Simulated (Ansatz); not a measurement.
# SnTe, pressure series

The parent structure is SnTe in the rock salt structure (space group Fm-3m, No. 225; a = 6.4093 Å).

Cell and atoms are relaxed at each pressure.

Levels (all Ansatz, a program for electronic structure, PAW, earlier PAW set): PBE (420 eV, scalar-relativistic without spin-orbit coupling); r2SCAN (500 eV, spin-orbit coupling left out).

The base cell above is that of PBE; each level relaxes its own structures.

```json
[
 {"case": "pressure −2 GPa", "volume per atom, PBE": "34.81 Å³", "volume per atom, r2SCAN": "34.01 Å³"},
 {"case": "pressure −1 GPa", "volume per atom, PBE": "33.79 Å³", "volume per atom, r2SCAN": "___"},
 {"case": "pressure 0.9 GPa", "volume per atom, PBE": "32.23 Å³", "volume per atom, r2SCAN": "___"},
 {"case": "pressure 2.1 GPa", "volume per atom, PBE": "31.41 Å³", "volume per atom, r2SCAN": "30.95 Å³"},
 {"case": "pressure 4.5 GPa", "volume per atom, PBE": "30.06 Å³", "volume per atom, r2SCAN": "___"},
 {"case": "pressure 9 GPa", "volume per atom, PBE": "28.13 Å³", "volume per atom, r2SCAN": "27.88 Å³"},
 {"case": "pressure 15 GPa", "volume per atom, PBE": "26.28 Å³", "volume per atom, r2SCAN": "26.10 Å³"},
 {"case": "pressure 22.5 GPa", "volume per atom, PBE": "24.56 Å³", "volume per atom, r2SCAN": "24.42 Å³"},
 {"case": "pressure 30 GPa", "volume per atom, PBE": "23.26 Å³", "volume per atom, r2SCAN": "___"}
]
```

Question: What belongs in the blanks?

Answer: 
- pressure −1 GPa, volume per atom, r2SCAN: 33.12 Å³
- pressure 0.9 GPa, volume per atom, r2SCAN: 31.71 Å³
- pressure 4.5 GPa, volume per atom, r2SCAN: 29.70 Å³
- pressure 30 GPa, volume per atom, r2SCAN: 23.17 Å³

PBE lies above r2SCAN in every row, by 0.09 Å³ to 0.79 Å³. They put the cases in the same order.

Load acts through the strain it causes; cell and atoms are relaxed under it. Stability against distortions was not tested. Competing high-pressure phases were not computed. All final runs are without spin polarisation.
